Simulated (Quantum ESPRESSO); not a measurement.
# Short convergence ladders for Fe₃Ge (P4mm, 4 atoms in the cell)

```
Fe3Ge
1.0
    3.64952     0.00000     0.00000
    0.00000     3.64952     0.00000
    0.00000     0.00000     3.64952
Fe Ge
3 1
Direct
  0.01370   0.50000   0.50000
  0.50000   0.00000   0.50000
  0.50000   0.50000   0.00000
  0.00000   0.00000   0.00000
```
Moments meant for the start (each program seeds them in its own way; μB, in the order of the atoms Fe Fe Fe Ge): 4.0 4.0 4.0 0.0.

Base method: PBEsol, PSlibrary PAW (PBE) pseudopotentials (plane waves; Quantum ESPRESSO).

Base settings: ecutwfc = 55 Ry; ecutrho = 330 Ry; occupations = smearing; smearing = gaussian; degauss = 0.0073499 Ry; nspin = 2; input_dft = pbesol; potentials = {Fe: Fe.pbe-n-kjpaw_psl.1.0.0.UPF, Ge: Ge.pbe-n-kjpaw_psl.1.0.0.UPF}; K_POINTS = automatic 3 3 3 0 0 0; conv_thr = 1e-10 Ry.

The count of work is k-points × plane waves × bands × iterations; it is no time. 

**The plane-wave cutoff**

Moved along: ecutrho.

The mesh stays at the base's, so the ladder's end is converged at best in this setting alone.

Only quantities that move along the ladder and can be compared are tabulated.

| ecutwfc | free energy less the last step's (meV/atom) | pressure (GPa) | largest difference of a force vector from the last step's (eV/Å) | net moment (μB/atom) | count of work / last |
|---|---|---|---|---|---|
| 19 Ry | 4734.98 | -271.47 | 0.490 | 1.373 | 0.097 |
| 22 Ry | 1803.64 | -137.16 | 0.105 | 1.407 | 0.16 |
| 25 Ry | 627.36 | -64.86 | 0.056 | 1.518 | 0.17 |
| 30 Ry | 95.96 | -18.52 | 0.016 | 1.520 | 0.14 |
| 38 Ry | 40.33 | -10.04 | 0.006 | 1.522 | 0.25 |
| 55 Ry | 4.48 | -10.02 | 0.001 | 1.520 | 0.41 |
| 110 Ry | 0.00 | -9.89 | 0.000 | 1.522 | 1.0 |

Coarsest ecutwfc that holds the free energy within 5 meV/atom: not settled: the last two steps still differ by 4.5 meV/atom, over half the tolerance, so the ladder does not show it.

Coarsest ecutwfc that holds the net moment within 0.02 μB/atom of the last step, with all finer ones: 25 Ry, at 0.17 of the last step's count of work; the step before is off by 0.11 μB/atom.

Coarsest ecutwfc that holds the forces within 0.005 eV/Å of the last step, with all finer ones: 55 Ry, at 0.41 of the last step's count of work; the step before is off by 0.006 eV/Å.

At the lowest cutoff the pressure lies 262 GPa under the last step's, the usual sign of Pulay stress in an incomplete plane-wave basis.

**The density cutoff**

The second cell is the first with its lattice scaled by 0.98.

The mesh stays at the base's, so the ladder's end is converged at best in this setting alone.

Only quantities that move along the ladder and can be compared are tabulated.

```tsv
ecutrho	free energy less the last step's (meV/atom)	energy of the compressed cell less the first (meV/atom)	pressure (GPa)
110 Ry	-6.68	-17.15	-9.47
220 Ry	-0.04	-17.72	-10.02
330 Ry	-0.02	-17.71	-10.02
550 Ry	0.00	-17.71	-10.02
660 Ry	0.00	-17.71	-10.02
```

Coarsest ecutrho that holds the pressure within 0.5 GPa of the last step, with all finer ones: 220 Ry; the step before is off by 0.55 GPa.

Coarsest ecutrho that holds the energy of the compressed cell less the first within 0.5 meV/atom of the last step, with all finer ones: 220 Ry; the step before is off by 0.56 meV/atom.

Coarsest ecutrho that holds the free energy within 0.5 meV/atom of the last step, with all finer ones: 220 Ry; the step before is off by 6.7 meV/atom.

The energy difference between the two cells stays within 1 meV/atom of the last step's from 110 Ry on, the total only from 220 Ry on: much of the error is common to both cells and cancels.

On the base run: the starting cell comes from a database of computed structures (which also holds hypothetical and non-ambient phases and stackings), without a prior relaxation at this level. Its lattice was rescaled by up to half a per cent. One atom was moved a little off its site on purpose. The magnetic order is the one reached from the typed start; others were not searched systematically. In the base run, with a pressure of about -10 GPa the cell is away from its equilibrium volume at this level. Without a gap this mesh is coarse (it stands for a supercell whose shortest vector is 11 Å).
